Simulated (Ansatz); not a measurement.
The parent structure is Ru in the hcp (Mg type) structure (space group P6_3/mmc, No. 194; a = 2.691 Å, c = 4.249 Å; relaxed with 0.1 eV smearing).

Computed with PBEsol/PAW in Ansatz (a program for electronic structure), no SOC.

Base values:

- Pressure: 0.0 GPa
- Band gap: zero

The change: every lattice vector is stretched by 3.00 %, atoms relaxed at fixed cell.

How does this affect the pressure, energy relative to the base and band gap?

The pressure (mean of the normal stresses, compression positive) goes from zero to -24.8 GPa; the energy rises by 104 meV/atom; the band gap stays zero.

The cells carry an imposed strain or load. Stability against distortions was not tested. All final runs are without spin polarisation.
